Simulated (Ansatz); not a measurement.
Base system: GaN in the zinc blende structure (space group F-43m, No. 216; a = 4.4979 Å).

Level of theory: r2SCAN (Ansatz, an electronic-structure program, PAW, no SOC).

Base values:

| Item | Result |
|---|---|
| Pressure | 0.0 kbar |

Now apply this change: every lattice vector is stretched by 1.50 %, atoms relaxed at fixed cell.

### Question
Estimate the effect on the energy relative to the base, pressure and mean gap deformation potential ΔEg/Δln V.

### Answer
The energy goes up by 13 meV/atom; the pressure goes from zero to -79.7 kbar; the mean gap deformation potential ΔEg/Δln V comes out as -6.7 eV.

The cells carry an imposed strain or load. Stability against distortions was not tested. This is not the structure that GaN has at room temperature and ambient pressure.
